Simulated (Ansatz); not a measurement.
# Zr_Si in beta Si3N4

The numbers are results of PBE, PAW (plane waves to 420 eV; Ansatz, a first-principles code), not measurements. The supercell holds 84 host sites (1×1×3 repeats of a cell of 28 atoms), with a 2×2×2 shifted k-point sampling for the final energies. Site at the start: the Si(1) site. Energies of charged states are corrected for periodic images (point charge plus alignment at distant sites). Dielectric constants: PBE linear response of the host. Host gap at this level: 4.25 eV. A cell of this size leaves errors of a few tenths of an eV. The semilocal functional narrows the gap, so deep levels can fall outside it. Spin–orbit coupling is left out. Each state is the lowest found from its start.

Formation energies E_f are given with the Fermi level at the valence-band maximum. Chemical conditions: N-rich (Δμ(Si) = -2.47 eV, Δμ(Zr) = -3.46 eV, bounded by rock-salt ZrN; only phases computed here count, gases as isolated molecules at 0 K); Si-rich (Δμ(Si) = 0.00 eV, Δμ(Zr) = -2.00 eV, bounded by ZrSi2 (Cmcm); only phases computed here count, gases as isolated molecules at 0 K). Reference phases: Si: silicon, Zr: hcp Zr.

Charges with a result: +1, 0, −1. Others weren't obtained, and one of them could lie lower, also by skipping a charge.

```csv
charge,moment (μB),largest move off a lattice site (Å),image correction with alignment (eV),"E_f, N-rich (eV)","E_f, Si-rich (eV)"
+1*,1.0,0.31,–,–,–
0,not spin-polarised,0.31,0.00,1.96,2.96
−1,1.0,0.34,-0.01,5.59,6.59
```

* At this level the carrier isn't localised at the defect: at charge +1 holes occupy the valence band. Such a state is shallow or no state of the defect, and this cell gives it no level.

Transition levels above the valence-band maximum: ε(0/−1) = 3.63 eV. On the lower envelope of the bound states, inside the gap: (0/−1) at 3.63 eV.

Flagged in the runs: a doubtful potential alignment, a host whose relaxation on this sampling wasn't shown to rest, a strain field that reaches the edge of the cell.

All states together cost around 70 core-minutes (rough).
